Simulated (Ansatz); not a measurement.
Input:

```yaml
crystal:
  lattice:
    - [3.27142, 0.00000, 0.00000]
    - [0.00000, 3.27142, 0.00000]
    - [1.63571, -1.63571, 1.67005]
  atoms:
    - { symbol: Nb, position: [0.00000, 0.00000, 0.00000] }
```

No spin polarisation.

The values are results of Kohn–Sham DFT with the r2SCAN functional, run in Ansatz (a first-principles code) with PAW and 500 eV plane waves, no spin-orbit coupling, not measurements. Settings: 28×28×28 k-points, 0.1 eV Fermi–Dirac smearing.

Question: Predict the band gap and in-plane stress.

Answer: The band gap comes out as zero. The mean in-plane stress (compression positive) comes out as +2.5 GPa.

The cells carry an imposed strain or load. Stability against distortions was not tested. The final runs are not spin-polarised. The cell was made from Nb in the bcc (W type) structure (space group Im-3m, No. 229) by this change: biaxial strain −1.00 %, plane normal [001], relaxed out of plane.
